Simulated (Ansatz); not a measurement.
Take WSe2 in the 2H-MoS2 type structure (space group P6_3/mmc, No. 194; a = 3.2305 Å, c = 12.4113 Å; layered, stacked along the Cartesian z axis) as the base.

Computed with PBEsol-D3(BJ), PAW, 420 eV (Ansatz, an electronic-structure program; spin-orbit coupling left out).

Before the change:

```
Item        Value
--------  -------
Band gap  0.67 eV
```

One thing is altered: a free-standing slab of 1 layer (3 atoms, 3 a layer) is cut normal to the stacking axis, with 15 Å of vacuum and the in-plane cell relaxed.

Task: How does this affect the band gap and hole mass?

Result: The band gap grows by 0.97 eV, from 0.67 eV to 1.64 eV; the hole mass (in plane) comes out as 0.45 mₑ (at K).

Spin-orbit coupling, missing from the scalar runs, can matter with W. Masses are band curvatures over ±0.01 Å⁻¹ around the edge. No phonon test of stability was made.
